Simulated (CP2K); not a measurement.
## Parameter sweep on Cu4BaAs2 (R-3m, 7 atoms in the cell)

Ba(Cu$_{2}$As)$_{2}$ is modelled in the trigonal space group R-3m, hexagonal axes (No. 166), Pearson symbol hR7. Lattice parameters: a = b = 4.234 Å, c = 24.475 Å, α = β = 90.00°, γ = 120.00°. Cu1 on 6c sees 1 As at 2.443 Å and 3 As at 2.780 Å and 6 Cu at 2.589–2.689 Å and 1 Ba at 3.520 Å. Cu2 on 6c is surrounded by 3 As at 2.489 Å and 3 Cu at 2.589 Å and 1 Cu at 2.824 Å and 3 Ba at 3.618 Å. Ba on 3a is surrounded by 6 As at 3.286 Å and 8 Cu at 3.520–3.618 Å. As on 6c sees 4 Cu at 2.443–2.489 Å and 3 Cu at 2.780 Å and 3 Ba at 3.286 Å. (Neighbours: up to the widest gap in distance over summed covalent radii, below 1.35, at either atom; cation-cation and far metal-metal contacts left out.)
(The calculation used a cell of 7 atoms; values per cell refer to that cell.)

Base run A: PBEsol, GPW, DZVP-MOLOPT-SR-GTH basis, GTH-PBE potentials (GTH_POTENTIALS) in CP2K, self-consistent single point.

Its settings: CUTOFF = 600 Ry; REL_CUTOFF = 50 Ry; SMEAR/METHOD = FERMI_DIRAC; ELECTRONIC_TEMPERATURE = 1160.45 K; KPOINTS/SCHEME = MONKHORST-PACK 3 3 3; XC_FUNCTIONAL = PBE:PBESOL; Cu/BASIS_SET = DZVP-MOLOPT-SR-GTH-q11; Cu/POTENTIAL = GTH-PBE-q11; Ba/BASIS_SET = DZVP-MOLOPT-SR-GTH-q10; Ba/POTENTIAL = GTH-PBE-q10; As/BASIS_SET = DZVP-MOLOPT-SR-GTH-q5; As/POTENTIAL = GTH-PBE-q5; METHOD = GPW; EPS_DEFAULT = 1e-10; NGRIDS = 5; SCF_GUESS = ATOMIC; EPS_SCF = 1e-07; MAX_SCF = 100; ADDED_MOS = 11; MIXING/METHOD = BROYDEN_MIXING.

The starting cell comes from a database of published, mostly measured structures (it also holds non-ambient and calculated ones), without a prior relaxation at this level. Spin polarisation is off. Values carry the incompleteness of an atom-centred basis. The potentials were made for another functional than the one used. The run gives no clean gap (levels at the Fermi energy touch, overlap or are partly filled at this smearing), which alone does not show that the compound is a metal. Without a gap this mesh is coarse (it stands for a supercell whose shortest vector is 13 Å).

ΔF is the free energy per atom less that of run A. 

Run A gave: pressure (GPa) -2.10; largest force (eV/Å) 0.429; TS (meV/atom) 13.5; k-points 14.

Runs:
- B: SMEAR/METHOD: FERMI_DIRAC → MARZARI_VANDERBILT; ELECTRONIC_TEMPERATURE: 1160.45 K → default; KPOINTS/SCHEME: MONKHORST-PACK 3 3 3 → MONKHORST-PACK 4 4 4; SIGMA: default → 0.03 eV; GAMMA_CENTERED: default → T
- C: SMEAR/METHOD: FERMI_DIRAC → MARZARI_VANDERBILT; ELECTRONIC_TEMPERATURE: 1160.45 K → default; KPOINTS/SCHEME: MONKHORST-PACK 3 3 3 → MONKHORST-PACK 4 4 4; SIGMA: default → 0.1 eV; GAMMA_CENTERED: default → T
- D: SMEAR/METHOD: FERMI_DIRAC → MARZARI_VANDERBILT; ELECTRONIC_TEMPERATURE: 1160.45 K → default; KPOINTS/SCHEME: MONKHORST-PACK 3 3 3 → MONKHORST-PACK 4 4 4; SIGMA: default → 0.3 eV; GAMMA_CENTERED: default → T
- E: SMEAR/METHOD: FERMI_DIRAC → MARZARI_VANDERBILT; ELECTRONIC_TEMPERATURE: 1160.45 K → default; KPOINTS/SCHEME: MONKHORST-PACK 3 3 3 → MONKHORST-PACK 5 5 5; SIGMA: default → 0.03 eV
- F: SMEAR/METHOD: FERMI_DIRAC → MARZARI_VANDERBILT; ELECTRONIC_TEMPERATURE: 1160.45 K → default; KPOINTS/SCHEME: MONKHORST-PACK 3 3 3 → MONKHORST-PACK 5 5 5; SIGMA: default → 0.1 eV
- G: SMEAR/METHOD: FERMI_DIRAC → MARZARI_VANDERBILT; ELECTRONIC_TEMPERATURE: 1160.45 K → default; KPOINTS/SCHEME: MONKHORST-PACK 3 3 3 → MONKHORST-PACK 5 5 5; SIGMA: default → 0.3 eV

What does run G change against A?

The free energy falls by 55.3 meV/atom, the pressure goes from -2.10 to -1.72 GPa and the largest force goes from 0.429 to 0.152 eV/Å.

```tsv
run	ΔF (meV/atom)	pressure (GPa)	largest force (eV/Å)	TS (meV/atom)	k-points
A	0.00	-2.10	0.429	13.5	14
B	-42.8	-1.74	0.187	0.0	36
C	-42.6	-1.67	0.202	-0.8	36
D	-41.3	-1.68	0.179	-1.0	36
E	-54.2	-1.72	0.161	0.1	63
F	-54.4	-1.70	0.160	0.3	63
G	-55.3	-1.72	0.152	1.0	63
```
